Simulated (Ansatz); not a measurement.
O on the As site in zinc-blende BAs, relaxed from 2 sites or starts (the As site; the As site, started 0.95 Å off site, one bond broken); at each charge the lowest end counts.

These are PBE, PAW (plane waves to 420 eV; Ansatz, a quantum-chemistry and plane-wave program) values and carry that method's errors. Cell and caveats: 64-site cell; 2×2×2 shifted k-points; host gap 1.20 eV; charged states image-corrected; finite-size errors of tenths of an eV; flagged in the runs: for some of the defects a strain field that reaches the edge of the cell.

```tsv
charge	neighbours at the lowest end (Å)	corrected energy + q E_VBM, against the first (eV)
+1	B 1.67, B 1.67, B 1.67, B 2.95, As 3.05, As 3.05, As 3.05	0.00
0	B 1.66, B 1.66, B 1.66, B 2.87, As 3.00, As 3.00, As 3.00	0.21
```

Charges from +1 to −1 were run. The lines E(q) + q E_F give the stable charge, which changes above the valence-band maximum at (+1/0) at 0.21 eV.
